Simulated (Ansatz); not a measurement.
# ZrGe (model structure, started from the rocksalt type, Fm-3m, No. 225, 2 atoms in the cell)

All values below come from PBE (Ansatz, a first-principles code, PAW).

Numerical settings: plane-wave cutoff 500 eV, 12×12×12 k mesh, Fermi–Dirac smearing 0.05 eV, scalar-relativistic PAW data made under PBE.

Cell (relaxed at this level):

```cif
data_Ge4Zr4
_chemical_formula_sum 'Ge4 Zr4'
_space_group_name_H-M_alt 'Fm-3m'
_space_group_IT_number 225
_space_group_name_Hall '-F 4 2 3'
_cell_length_a 5.47861
_cell_length_b 5.47861
_cell_length_c 5.47861
_cell_angle_alpha 90.000
_cell_angle_beta 90.000
_cell_angle_gamma 90.000
loop_
_atom_site_label
_atom_site_type_symbol
_atom_site_symmetry_multiplicity
_atom_site_Wyckoff_symbol
_atom_site_fract_x
_atom_site_fract_y
_atom_site_fract_z
_atom_site_occupancy
Ge1 Ge 4 a 0.00000 0.00000 0.00000 1
Zr1 Zr 4 b 0.50000 0.50000 0.50000 1
```
(The calculation used a cell of 2 atoms; values per cell refer to that cell.)

```json
{
  "band_gap": "zero (no gap)"
}
```

Note: the relaxation could raise the start's symmetry but not lower it, so the cell can be a saddle point.

Spin–orbit coupling is not included.

Computed values are for the static lattice.

A model structure was made by putting elements into a prototype or built by hand; it is no filed structure, need not be a known phase, and can be a saddle point held by its symmetry.
